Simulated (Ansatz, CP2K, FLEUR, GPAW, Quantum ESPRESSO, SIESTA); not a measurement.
## Code comparison for Ta2Co (I4/mcm, 6 atoms in the cell)

Self-consistent single point.

```
Ta2Co
1.0
   -3.04214     3.04214     2.48276
    3.04214    -3.04214     2.48276
    3.04214     3.04214    -2.48276
Ta Co
4 2
Cartesian
  4.02384   0.98170   0.00000
 -0.98170   2.06044   2.48276
  2.06044   0.98170   2.48276
  0.98170   2.06044   0.00000
  0.00000   0.00000   3.72414
  0.00000   0.00000   1.24138
```

Shared settings, as Ansatz (a first-principles code) writes them: kpoints.mp_grid.grid = 6 6 6; scf.occupations.method = fermi_dirac; scf.occupations.width = 0.1 eV. Potentials and cutoffs stand in the table.

```json
[
 {"code": "CP2K", "model": "LDA (Pade form), GPW, DZVP-MOLOPT-SR-GTH basis, GTH-PADE potentials (GTH_POTENTIALS)", "pressure (GPa)": "-26.41", "largest force (eV/Å)": "0.032", "cutoff": "grid 600 Ry"},
 {"code": "GPAW", "model": "LDA (Perdew-Wang 92), GPAW PAW datasets LDA (gpaw-data 1.0.1)", "pressure (GPa)": "-9.46", "largest force (eV/Å)": "0.021", "cutoff": "800 eV"},
 {"code": "Quantum ESPRESSO", "model": "LDA (PZ), PSlibrary PAW (LDA) pseudopotentials", "pressure (GPa)": "-10.54", "largest force (eV/Å)": "0.034", "cutoff": "55 Ry"},
 {"code": "Ansatz", "model": "LDA (PW92), PAW files made with PBE", "pressure (GPa)": "-9.62", "largest force (eV/Å)": "0.031", "cutoff": "default"},
 {"code": "SIESTA", "model": "LDA PW92, numerical atomic orbitals DZP, PseudoDojo LDA standard norm-conserving potentials (rewritten from UPF to PSML)", "pressure (GPa)": "-13.92", "largest force (eV/Å)": "0.065", "cutoff": "grid 300 Ry"},
 {"code": "FLEUR", "model": "LDA (Perdew-Zunger), all-electron FLAPW (FLEUR), scalar-relativistic valence", "pressure (GPa)": "–", "largest force (eV/Å)": "0.010", "cutoff": "Kmax 4.2 1/bohr"}
]
```

Size of the force on each atom (eV/Å): Sizes of forces hide their directions.

```json
[
 {"code": "CP2K", "Ta1": "0.032", "Ta2": "0.032", "Ta3": "0.032", "Ta4": "0.032", "Co5": "0.006", "Co6": "0.006"},
 {"code": "GPAW", "Ta1": "0.021", "Ta2": "0.021", "Ta3": "0.021", "Ta4": "0.021", "Co5": "0.000", "Co6": "0.000"},
 {"code": "Quantum ESPRESSO", "Ta1": "0.034", "Ta2": "0.034", "Ta3": "0.034", "Ta4": "0.034", "Co5": "0.000", "Co6": "0.000"},
 {"code": "Ansatz", "Ta1": "0.031", "Ta2": "0.031", "Ta3": "0.031", "Ta4": "0.031", "Co5": "0.000", "Co6": "0.000"},
 {"code": "SIESTA", "Ta1": "0.065", "Ta2": "0.065", "Ta3": "0.065", "Ta4": "0.065", "Co5": "0.000", "Co6": "0.000"},
 {"code": "FLEUR", "Ta1": "0.010", "Ta2": "0.010", "Ta3": "0.010", "Ta4": "0.010", "Co5": "0.000", "Co6": "0.000"}
]
```

A dash marks a value that a program does not give, or that is left out as unsure.

On Ansatz's run: spin-orbit coupling is off. Spin polarisation is off.

The spread over the programs that give each value: pressure within 16.95 GPa; largest force within 0.055 eV/Å.

CP2K and SIESTA use small atom-centred bases, whose incompleteness enters pressures, forces and empty levels differently from a plane-wave cutoff. FLEUR treats all electrons, but the usual bases taken here (sphere radii, linearisation, local orbitals, empty states) were not tested for convergence, so the values are no reference for the others. Ansatz's pressure is given at a fixed set of plane waves, as the other plane-wave codes print theirs; with its correction for the finite basis it is -9.58 GPa. The same LDA comes in different parametrisations, which differ slightly. In the pressure, CP2K (by 16.78) and SIESTA (by 4.30) lie more than 1 GPa from the median of the plane-wave programs. In the force vectors, SIESTA (by 0.091) lies more than 0.08 eV/Å from the median of the plane-wave programs.

The starting cell comes from a database of computed structures (which also holds hypothetical and non-ambient phases and stackings), without a prior relaxation at this level.

Left out of this page: Elk (not drawn, or without a comparable value).

Keys are those of Ansatz 0.2.
